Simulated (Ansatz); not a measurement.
C11b MoSi₂, treated with PBEsol in Ansatz (PAW).

Settings: plane-wave cutoff 520 eV, 28×28×28 k mesh, Fermi–Dirac smearing 0.039 eV (set by the program), no spin polarisation, scalar-relativistic PAW data made under PBE.

Computed at the level's own relaxed cell.

Elastic tensor (GPa, Voigt notation, ions relaxed):

```
  415.8   120.7    95.9     0.0     0.0     0.0
  120.7   415.8    95.9     0.0     0.0     0.0
   95.9    95.9   521.9     0.0     0.0     0.0
    0.0     0.0     0.0   206.3     0.0     0.0
    0.0     0.0     0.0     0.0   206.3     0.0
    0.0     0.0     0.0     0.0     0.0   201.7
```

Q: Work out the Voigt, Reuss and Hill averages of the bulk and shear moduli, Young's modulus and Poisson's ratio from the printed constants.

A: K_V = [C11 + C22 + C33 + 2(C12 + C13 + C23)]/9 = [1353.5 + 2 × 312.5]/9 = 219.8 GPa. G_V = [1353.5 − 312.5 + 3 × 614.3]/15 = 192.3 GPa. From the compliances S = C⁻¹, K_R = 218.6 and G_R = 188.9 GPa. Hill means: K = 219.2, G = 190.6 GPa. E = 9KG/(3K + G) = 443 GPa, ν = (3K − 2G)/(6K + 2G) = 0.16, K/G = 1.15.

Measured, for comparison: elastic constant C11 417 GPa, elastic constant C12 104 GPa, elastic constant C44 204 GPa, elastic constant C33 514 GPa, elastic constant C13 83.8 GPa, elastic constant C66 194 GPa (temperature not stated, not corrected to a static lattice; as tabulated in Friák et al. (2018), doi:10.3390/nano8121057). Computed (rounded) less measured: elastic constant C11 -0.2 %, elastic constant C12 +16 %, elastic constant C44 +1.0 %, elastic constant C33 +2 %, elastic constant C13 +14 %, elastic constant C66 +4 %. A static lattice is as a rule a little smaller and stiffer than an uncorrected measurement, which can account for part of this.

Static lattice: no zero-point or thermal effects.

Ansatz is a quantum-chemistry and plane-wave program.
